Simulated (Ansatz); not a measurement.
SiC (P6_3mc), Ansatz (an electronic-structure program) with HSE06, rigid bands: N_v = 6.39e19 cm⁻³ at 300 K and a hole conductivity mass of 1.06 mₑ along y (a = (3.08, 0.00, 0.00) Å; b = (-1.54, 2.66, 0.00) Å; c = (0.00, 0.00, 5.05) Å).

Q: For 1e17 holes per cm³ at 300 K, place the Fermi level, estimate the Seebeck coefficient of a parabolic band with constant τ, and give mobility and conductivity for τ = 5 fs.

A: The level lies k_BT ln(N_v/p) = 0.167 eV above the valence-band maximum. S ≈ +(k_B/e)[ln(N_v/p) + 5/2] = 772 μV/K, against 772 μV/K from the full bands (mean over directions). μ = eτ/m = 8.30 cm²/(V·s) and σ = peμ = 0.133 S/cm. τ is assumed, not computed.

Band transport and this doping are assumed; polarons and phonon drag are left out. Spin-orbit coupling is left out; where it splits the top of the valence band, N_v and the p-type Seebeck coefficient come out somewhat high without it. Geometry: cell and atoms relaxed with PBEsol.
